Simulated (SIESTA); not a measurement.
**SIESTA run on CsBS2 (Immm, 8 atoms in the cell): self-consistent single point**

Level of theory: GGA PBEsol, numerical atomic orbitals DZP, PseudoDojo PBEsol standard norm-conserving potentials (rewritten from UPF to PSML) (SIESTA).

Input as run:

```
# files in the folder: Cs.psml B.psml S.psml (PseudoDojo PBEsol standard)
SystemName  CsBS2
SystemLabel siesta

NumberOfAtoms                8
NumberOfSpecies              3
%block ChemicalSpeciesLabel
  1 55 Cs
  2 5 B
  3 16 S
%endblock ChemicalSpeciesLabel
LatticeConstant              9.823523 Ang
%block LatticeVectors
    -0.234652680    0.318479124    0.918427534
     0.234652680   -0.318479124    0.918427534
     0.234652680    0.318479124   -0.918427534
%endblock LatticeVectors
AtomicCoordinatesFormat      Ang
%block AtomicCoordinatesAndAtomicSpecies
     2.305116000    0.000000000    6.476672185  1
     0.000000000    3.128587000    2.545521815  1
    -0.000000000    3.128587000    7.803836922  2
     2.305116000    0.000000000    1.218357078  2
     0.000000000    3.128587000    6.051005072  3
     2.305116000   -0.000000000    2.971188928  3
    -0.000000000    1.690000126    9.022194000  3
     2.305116000    1.438586874    0.000000000  3
%endblock AtomicCoordinatesAndAtomicSpecies

XC.functional                GGA
XC.authors                   PBEsol
PAO.BasisSize                DZP
PAO.EnergyShift              0.01 Ry
MeshCutoff                   350 Ry
%block kgrid.MonkhorstPack
    4   0   0  0.0
    0   4   0  0.0
    0   0   4  0.0
%endblock kgrid.MonkhorstPack
OccupationFunction           FD
ElectronicTemperature        20.0 meV

MaxSCFIterations             150
SCF.Mixer.Method             Pulay
SCF.Mixer.Weight             0.25
SCF.Mixer.History            8
SCF.DM.Tolerance             1.0E-05
Diag.ParallelOverK           true
WriteForces                  true
```

The program printed (abridged):

```
reinit: Reading from file input.fdf

reinit: System Name: CsBS2
reinit: System Label: siesta

coor:   Atomic-coordinates input format  =     Cartesian coordinates
coor:                                          (in Angstroms)

siesta: Atomic coordinates (Bohr) and species
siesta:      4.35604   0.00000  12.23914  1        1
siesta:      0.00000   5.91217   4.81034  1        2
siesta:     -0.00000   5.91217  14.74711  2        3
siesta:      4.35604   0.00000   2.30236  2        4
siesta:      0.00000   5.91217  11.43474  3        5
siesta:      4.35604  -0.00000   5.61473  3        6
siesta:     -0.00000   3.19364  17.04948  3        7
siesta:      4.35604   2.71854   0.00000  3        8

siesta: System type = bulk

initatomlists: Number of atoms, orbitals, and projectors:      8    96   124

siesta: ******************** Simulation parameters ****************************
redata: Spin configuration                          = none
redata: Time-Reversal Symmetry                      = T
redata: Number of Atomic Species                    =        3
redata: Mesh Cutoff                                 =   350.0000 Ry
redata: Net charge of the system                    =     0.0000 |e|
redata: Min. number of SCF Iter                     =        0
redata: Max. number of SCF Iter                     =      150
redata: SCF convergence failure will abort job
redata: SCF mix quantity                            = Hamiltonian
redata: Mix DM or H after convergence               =   F
redata: Recompute H after scf cycle                 =   F
redata: Mix DM in first SCF step                    =   T
redata: No kicks to SCF
redata: DM Mixing Weight for Kicks                  =     0.5000
redata: Require Harris convergence for SCF          =   F
redata: Harris energy tolerance for SCF             =     0.000100 eV
redata: Require DM convergence for SCF              =   T
   [... lines left out ...]
diag: Parallel distribution                         =     1 x     1
diag: Used triangular part                          = Lower
diag: Absolute tolerance                            =  0.100E-15
diag: Orthogonalization factor                      =  0.100E-05
diag: Memory factor                                 =  1.0000

superc: Internal auxiliary supercell:     5 x     7 x     7  =     245
superc: Number of atoms, orbitals, and projectors:   1960  23520  30380

                        Single-point calculation

superc: Internal auxiliary supercell:     5 x     7 x     7  =     245
superc: Number of atoms, orbitals, and projectors:   1960  23520  30380

outcell: Unit cell vectors (Ang):
       -2.305116    3.128587    9.022194
        2.305116   -3.128587    9.022194
        2.305116    3.128587   -9.022194

outcell: Cell vector modules (Ang)   :    9.823523    9.823523    9.823523
outcell: Cell angles (23,13,12) (deg):    152.8577    142.8581     46.6055
outcell: Cell volume (Ang**3)        :    260.2634
new_DM -- step:     1
Initializing Density Matrix...

Attempting to read DM from file... Failed...
DM filled with atomic data:

InitMesh: MESH = 100 x 80 x 64 = 512000
InitMesh: Mesh cutoff (required, used) =   350.000   376.752 Ry

stepf: Fermi-Dirac step function
        iscf     Eharris(eV)        E_KS(eV)     FreeEng(eV)     dDmax    Ef(eV) dHmax(eV)
   scf:    1    -2634.875423    -2632.504244    -2632.504244  1.766362 -3.963479  3.032022
   scf:    2    -2633.999384    -2633.383801    -2633.383801  0.054260 -4.433729  1.692500
   scf:    3    -2633.716193    -2633.582100    -2633.582100  0.048707 -4.881371  0.693004
   scf:    4    -2633.620704    -2633.603135    -2633.603135  0.019927 -3.719664  0.303570
   scf:    5    -2633.611656    -2633.607792    -2633.607792  0.011549 -3.827449  0.094785
   scf:    6    -2633.609150    -2633.608550    -2633.608550  0.005852 -3.879531  0.009200
   scf:    7    -2633.608602    -2633.608578    -2633.608578  0.001342 -3.881383  0.003746
   scf:    8    -2633.608558    -2633.608571    -2633.608571  0.001895 -3.878306  0.010009
   scf:    9    -2633.608585    -2633.608581    -2633.608581  0.000705 -3.879474  0.000323
   scf:   10    -2633.608581    -2633.608581    -2633.608581  0.000093 -3.879200  0.000105
   scf:   11    -2633.608581    -2633.608581    -2633.608581  0.000013 -3.879323  0.000124
   scf:   12    -2633.608581    -2633.608581    -2633.608581  0.000009 -3.879253  0.000010
SCF Convergence by DM+H criterion
max |DM_out - DM_in|         :     0.0000088119
max |H_out - H_in|      (eV) :     0.0000103572
SCF cycle converged after 12 iterations

Using DM_out to compute the final energy and forces

siesta: E_KS(eV) =            -2633.6086

siesta: E_KS - E_eggbox =     -2633.6086

siesta: Atomic forces (eV/Ang):
     1    0.000051   -0.000069   -0.010460
     2   -0.000051    0.000069    0.010460
     3    0.000108   -0.000045    0.130969
     4   -0.000108    0.000045   -0.130969
     5    0.000014    0.000011   -0.020986
     6   -0.000014   -0.000011    0.020986
     7   -0.000055    0.035601   -0.000094
     8    0.000055   -0.035601    0.000094
   Tot    0.000000    0.000000   -0.000000
   Max    0.130969
   Res    0.039760    sqrt( Sum f_i^2 / 3N )
   Max    0.130969    constrained

Stress tensor Voigt[x,y,z,yz,xz,xy] (kbar):        4.00       21.57        9.62        0.01        0.01       -0.00
(Free)E + p*V (eV/cell)    -2635.5137
Target enthalpy (eV/cell)    -2633.6086

siesta: Program's energy decomposition (eV):
siesta: Ebs     =      -596.968598
siesta: Eions   =      4456.453676
siesta: Ena     =      1415.934477
siesta: Ekin    =       803.720267
siesta: Enl     =       357.486593
siesta: Eso     =         0.000000
siesta: Edftu   =         0.000000
siesta: DEna    =        23.990871
siesta: DUscf   =         1.365091
siesta: DUext   =         0.000000
siesta: Ex      =      -704.284436
siesta: Ec      =       -75.367767
siesta: Exc     =      -779.652203
siesta: Eharris =     -2633.608581
siesta: Etot    =     -2633.608581
siesta: FreeEng =     -2633.608581

siesta: Atomic forces (eV/Ang):
siesta:      1    0.000051   -0.000069   -0.010460
siesta:      2   -0.000051    0.000069    0.010460
siesta:      3    0.000108   -0.000045    0.130969
siesta:      4   -0.000108    0.000045   -0.130969
siesta:      5    0.000014    0.000011   -0.020986
siesta:      6   -0.000014   -0.000011    0.020986
siesta:      7   -0.000055    0.035601   -0.000094
siesta:      8    0.000055   -0.035601    0.000094
siesta: ----------------------------------------
siesta:    Tot    0.000000    0.000000   -0.000000

siesta: Stress tensor (static) (eV/Ang**3):
siesta:     0.002495   -0.000001    0.000004
siesta:    -0.000001    0.013464    0.000006
siesta:     0.000004    0.000006    0.006002

siesta: Cell volume =        260.263445 Ang**3

siesta: Pressure (static):
siesta:                Solid            Molecule  Units
siesta:          -0.00007972         -0.00009039  Ry/Bohr**3
siesta:          -0.00731999         -0.00829966  eV/Ang**3
siesta:         -11.72792203        -13.29752333  kBar
```

The run converged in 12 iterations.

The starting cell comes from a database of computed structures (which also holds hypothetical and non-ambient phases and stackings), without a prior relaxation at this level. Its lattice was rescaled by a random factor within 2.5 % of one. Values carry the incompleteness of an atom-centred basis.

Cost on one core of a shared machine: roughly 50 s.
